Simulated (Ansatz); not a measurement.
The parent structure is Ir in the fcc (Cu type) structure (space group Fm-3m, No. 225; a = 3.8311 Å; relaxed with 0.1 eV smearing). Axes: x, y, z lie along the cube axes.

All numbers come from plane-wave PAW DFT at the PBEsol level (Ansatz, a program for electronic structure, 420 eV), no spin-orbit coupling.

Base values:

The shortest interatomic distance is 2.709 Å.

The change: uniaxial strain ε_zz = +1.50 %, all other strain components held at zero, atoms relaxed at fixed cell.

Task: What does the calculation give for the stress, energy relative to the base and shortest interatomic distance after the change?

Result: The stress (xx, yy, zz, yz, xz, xy; compression positive) is (-3.6, -3.6, -9.2, 0.0, 0.0, 0.0) GPa; the energy rises by 6.1 meV/atom; the shortest interatomic distance remains 2.709 Å.

Stability against distortions was not tested. The final runs are not spin-polarised.
